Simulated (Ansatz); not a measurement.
Consider ZnAu in the CsCl type structure (space group Pm-3m, No. 221; a = 3.1286 Å; relaxed with 0.1 eV smearing). Axes: x, y, z lie along the cube axes.

Method: PBEsol (Ansatz, a program for electronic structure, PAW, no SOC).

For the base:

```
Property                         Value
-----------------------------  -------
Pressure                       0.0 GPa
Shortest interatomic distance  2.709 Å
```

Perturbation: biaxial strain −1.67 %, plane normal [111], relaxed out of plane (Cartesian); in-plane vectors clamped, the third vector and the atoms free.

What does the calculation give for the out-of-plane strain, pressure and shortest interatomic distance after the change?

The out-of-plane strain amounts to +1.83 %; the pressure (mean of the normal stresses, compression positive) goes from zero to 2.5 GPa; the shortest interatomic distance drops by 0.0346 Å, from 2.709 Å to 2.675 Å.

Stability against distortions was not tested.
